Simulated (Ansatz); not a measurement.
Start from Al in the fcc (Cu type) structure (space group Fm-3m, No. 225; a = 3.992 Å). Axes: x, y, z lie along the cube axes.

Calculations: plane-wave PAW DFT at the r2SCAN level (Ansatz, a quantum-chemistry and plane-wave program, 500 eV), no SOC.

For the base:

- Pressure = 0.0 GPa
- Shortest interatomic distance = 2.823 Å

One thing is altered: tensor shear ε_xy = +3.76 % (engineering shear γ = 0.0752); the atoms relax in the strained cell.

### Question
What happens to the energy relative to the base?

### Answer
The energy rises by 14 meV/atom.

### Question
What happens to the pressure?

### Answer
The pressure (mean of the normal stresses, compression positive) goes from zero to 0.8 GPa.

### Question
What happens to the shortest interatomic distance?

### Answer
The shortest interatomic distance drops by 0.106 Å, from 2.823 Å to 2.717 Å.

Without a gap, meshes like the base's 20×20×20 leave anisotropic stresses uncertain by several tenths of a GPa, and small strain energies with them. Stability against distortions was not tested.
